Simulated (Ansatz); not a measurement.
The reference is HgSe in the zinc blende structure (space group F-43m, No. 216; a = 6.063 Å). Axes: x, y, z lie along the cube axes.

The values are results of plane-wave PAW DFT at the LDA level (Ansatz, an electronic-structure program, 420 eV), no spin-orbit coupling, not measurements.

Strains are applied to the cell and any free atomic positions relax; under biaxial strain the out-of-plane vector relaxes too.

One change was made to it. Results:

The shortest interatomic distance goes up by 0.016 Å to 2.641 Å; the energy rises by 9.9 meV/atom; the pressure (mean of the normal stresses, compression positive) goes from zero to -1.5 GPa.

Q: What was done to the base?
A) biaxial strain −0.42 %, plane normal [111], relaxed out of plane
B) biaxial strain −2.50 %, plane normal [111], relaxed out of plane
C) biaxial strain +0.42 %, plane normal [111], relaxed out of plane
D) biaxial strain −0.83 %, plane normal [111], relaxed out of plane
E) biaxial strain +2.50 %, plane normal [111], relaxed out of plane

A: E, biaxial strain +2.50 %, plane normal [111], relaxed out of plane. For comparison, the pressure in the other runs: biaxial strain −0.42 %, plane normal [111], relaxed out of plane gives 0.3 GPa; biaxial strain −2.50 %, plane normal [111], relaxed out of plane gives 1.5 GPa; biaxial strain +0.42 %, plane normal [111], relaxed out of plane gives -0.3 GPa; biaxial strain −0.83 %, plane normal [111], relaxed out of plane gives 0.5 GPa.

The mesh was chosen for an insulator and is coarse for the gapless case. Stability against distortions was not tested. All final runs are without spin polarisation. Gaps under 0.05 eV, about the width of the smearing, are given as zero.
